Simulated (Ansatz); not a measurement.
Ta₂SiN (model structure, started from the MAX type, P6₃/mmc, No. 194, 8 atoms in the cell): lattice constant a by level of theory

No measured value is used here.

| level (code) | value (Å) |
|---|---|
| LDA (Ansatz) | 3.173 |
| PBE (Ansatz) | ? |
| PBEsol (Ansatz) | 3.191 |
| r²SCAN (Ansatz) | 3.223 |

What belongs in the gaps?


- PBE (Ansatz, a first-principles code), value (Å): 3.230

Density-functional levels without +SOC have no spin–orbit coupling. Cutoffs differ between the levels. Ansatz's density-functional and Hartree–Fock values are scalar-relativistic unless marked +SOC, with PAW data made under PBE.

A model structure was made by putting elements into a prototype or built by hand; it is no filed structure, need not be a known phase, and can be a saddle point held by its symmetry.
